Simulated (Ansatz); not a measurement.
RhB (model structure, started from the CsCl type, Pm-3m, No. 221, 2 atoms in the cell) was calculated with LDA (PAW; Ansatz, an electronic-structure program).

Settings: plane-wave cutoff 520 eV, 20×20×20 k mesh, Fermi–Dirac smearing 0.05 eV, no spin polarisation, scalar-relativistic PAW data made under PBE.

Cell (relaxed at this level):

Space group Pm-3m (No. 221); a = b = c = 2.6639 Å, α = β = γ = 90.00°

| atom | site | symmetry | x | y | z |
|---|---|---|---|---|---|
| Rh | 1a | m-3m | 0.0000 | 0.0000 | 0.0000 |
| B | 1b | m-3m | 0.5000 | 0.5000 | 0.5000 |

Task: Give the computed bulk modulus.

Result: 
* **bulk modulus**: 341 GPa

Note: the run has no spin polarisation, so it can have missed a magnetic state; the bulk modulus is −V dP/dV from two relaxed cells at ±2 % in volume; the relaxation could raise the start's symmetry but not lower it, so the cell can be a saddle point.

Computed values are for the static lattice.

Computing time: roughly 40 core-seconds.

A model structure was made by putting elements into a prototype or built by hand; it is no filed structure, need not be a known phase, and can be a saddle point held by its symmetry.
